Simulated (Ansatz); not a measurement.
A zigzag WS2 nanoribbon, N = 5, bare edges, relaxed period 3.146 Å, atoms relaxed at each strain.

```json
[
 {"strain": "-0.015", "energy (meV a period)": "+44.3", "axial force (nN)": "-3.08"},
 {"strain": "+0.015", "energy (meV a period)": "+36.4", "axial force (nN)": "+2.46"}
]
```

Computed with PBE (plane waves to 420 eV, PAW; Ansatz, a program for electronic structure). Mesh 1×1×20. Collinear spin, started with opposed moments, and moments remain. Isolated but for its images some 11 Å away. An idealised model, cut from the flat sheet. Symmetry and one short period hold its shape; lower forms weren't sought. Values not marked SOC lack spin–orbit coupling. Fermi–Dirac width 0.05 eV. The two edges differ, and the field of the images 11 Å away isn't corrected. Buckling under compression is shut out by symmetry and the short period. Energies are free energies at a Fermi–Dirac width of 0.05 eV, from the unstrained cell.

### Question
Work out the axial stiffness dF/dε in two ways.

### Answer
From the forces: (+2.46 − (-3.08))/0.030 = 185 nN. From the energies: (E₊ + E₋)/(ε² c) = 0.0807 eV/(0.015² × 3.146 Å) = 114.0 eV/Å = 183 nN. The two agree to within 2 %.
